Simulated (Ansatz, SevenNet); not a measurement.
For SnO (model structure, started from the h-BN type, P6₃/mmc, No. 194, 4 atoms in the cell), the machine-learned potential SevenNet-l3i5 (trained on PBE and PBE+U data) gives:

lattice constant a: 4.117 Å
c axis length: 5.196 Å

What does r²SCAN+rVV10 (Ansatz, an electronic-structure program, PAW) give for the same quantities?


- lattice constant a: 4.110 Å (drops by 0.2 %)
- lattice parameter c: 5.160 Å (decreases by 0.7 %)

Changes are worked out from the printed values.

Unless a cell is named, each level is at its own relaxed cell (SevenNet-l3i5 19.07, r²SCAN+rVV10 18.87 Å³/atom).

Caveats: the cell moved over 20 % in volume from its start (SevenNet-l3i5). Ansatz's density-functional and Hartree–Fock values are scalar-relativistic unless marked +SOC, with PAW data made under PBE.

A model structure was made by putting elements into a prototype or built by hand; it is no filed structure, need not be a known phase, and can be a saddle point held by its symmetry.
